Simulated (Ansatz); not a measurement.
Faces of bcc V in 1x1 cells, as slabs relaxed from ideal cuts; for each face the lowest of the symmetric, stoichiometric cuts and spin starts that were computed. The slabs keep the symmetry of their cuts; real faces may buckle, or reconstruct in larger cells. No spin-orbit coupling, no Hubbard U.

Computed with PBE (plane waves to 420 eV, PAW; Ansatz, an electronic-structure program).

```
face   cell area (Å²)  outermost plane spacing of the ideal cut (Å)  γ unrelaxed (J/m²)  γ relaxed (J/m²)  work function, top face (eV)
-----  --------------  --------------------------------------------  ------------------  ----------------  ----------------------------
(100)            8.98                                          1.50                2.59              2.41                          3.75
(110)            6.35                                          2.12                2.50              2.44                          4.73
(111)           15.56                                          0.87                3.00              2.71                          3.82
(210)           20.09                                          0.67                2.71              2.52                          4.07
(211)           11.00                                          1.22                2.88              2.71                          3.91
(221)           26.95                                          0.50                2.87              2.67                          4.04
(310)           14.20                                          0.95                2.73              2.49                          3.81
(311)           29.79                                          0.45                2.90              2.68                          3.82
(320)           32.39                                          0.42                2.65        (withheld)                          4.32
(321)           16.81                                          0.80                2.80              2.66                          4.15
(322)           37.04                                          0.36                2.95              2.72                          3.85
(331)           39.16                                          0.34                2.78        (withheld)                          4.24
(332)           21.07                                          0.64                2.93              2.66                          3.91
```

### Question
Fill in the missing entries.

### Answer

- (320), γ relaxed (J/m²): 2.51
- (331), γ relaxed (J/m²): 2.63
